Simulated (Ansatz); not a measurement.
What pressure 22.5 GPa does to TaC

The reference is TaC in the rock salt structure (space group Fm-3m, No. 225; a = 4.4400 Å).

Now apply this change: a hydrostatic pressure of 22.5 GPa.

Computed with PBEsol in Ansatz (plane waves to 420 eV, PAW, spin-orbit coupling left out). k-mesh 18×18×18 (Γ-centred); smearing 0.05 eV (Fermi–Dirac).

Volume per atom: 10.33 Å³ (base 10.94 Å³)
Density: 15.52 g/cm³ (base 14.64 g/cm³)
Lattice parameter a: 4.355 Å (base 4.440 Å)
Shortest interatomic distance: 2.178 Å (base 2.220 Å)
Enthalpy H = E + PV relative to the base's energy: +1.49 eV/atom
Band gap: zero (base zero)

Load acts through the strain it causes; cell and atoms are relaxed under it. No phonon test of stability was made. Competing high-pressure phases were not computed. The final runs are not spin-polarised. An odd electron count without spin: TaC.

Ansatz is a quantum-chemistry and plane-wave program.
